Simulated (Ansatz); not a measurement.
An Ansatz (a program for electronic structure) input (plane-wave PAW DFT at the r2SCAN level (Ansatz, 500 eV), no spin-orbit coupling):

Ansatz 0.2 input:
```yaml
crystal:
  lattice:
    - [3.2641566265, 0, 0]
    - [0, 3.2641566265, 0]
    - [1.6320783133, -1.6320783133, 2.2402217771]
  atoms:
    - { symbol: Hf, position: [0, 0, 0] }
    - { symbol: N, position: [0.5, 0.5, 1] }
basis: { ecutwfc: 500, ecutrho_ratio: 4, xc_grid: 4, fft_grid_basis: typed }
kpoints: { mp_grid: { grid: [22, 22, 22] } }
hamiltonian:
  xc: r2scan
  dispersion: none
  pseudopotentials: { kind: paw }
scf: { occupations: { method: fermi_dirac, width: 0.1 } }
relax: { f_tol: 0.005, max_steps: 50, cell: { stress_tol: 0.01, fix: [a, b, gamma] } }
output: { forces: true, stress: true }
checkpoint: { write: state.ck, write_every: 1000 }
```

Q: Which symmetry and how many k-points will the program report, and about how many plane waves at Γ?

A: Space group I4/mmm (ITA 139) with 16 operations, k-points 834 of 10648, and 601 plane waves at Γ.

Q: And the final pressure?

A: -7.98 GPa (compression positive).

The cells carry an imposed strain or load. Whether these cells are dynamically stable was not tested. The final runs are not spin-polarised. The cell was made from HfN in the rock salt structure (space group Fm-3m, No. 225) by this change: biaxial strain +2.00 %, plane normal [001], relaxed out of plane.
